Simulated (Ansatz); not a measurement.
We consider Mg2C (model structure, started from the fluorite type, Fm-3m, No. 225, 3 atoms in the cell; like a known high-pressure phase), described by PBE (Ansatz, an electronic-structure program, plane waves, PAW).

Run with plane-wave cutoff 520 eV, 18×18×18 k mesh, Fermi–Dirac smearing 0.05 eV, scalar-relativistic PAW data made under PBE.

Cell (relaxed with PBEsol):

```yaml
crystal:
  lattice:
    - [0.00000, 2.71164, 2.71164]
    - [2.71164, 0.00000, 2.71164]
    - [2.71164, 2.71164, 0.00000]
  atoms:
    - { symbol: C, position: [0.00000, 0.00000, 0.00000] }
    - { symbol: Mg, position: [0.25000, 0.25000, 0.25000] }
    - { symbol: Mg, position: [0.75000, 0.75000, 0.75000] }
```

Q: Estimate the band gap that the calculation returns.

A: 
band gap: 0.75 eV (on the SCF k mesh)

Note: cell and atoms aren't relaxed at this level (pressure 1.9 GPa).

Computed values are for the static lattice.

It cost about 5 core-seconds (a rough figure) of CPU time.

A model structure was made by putting elements into a prototype or built by hand; here it ended with the formula and space group of a phase in our tables.
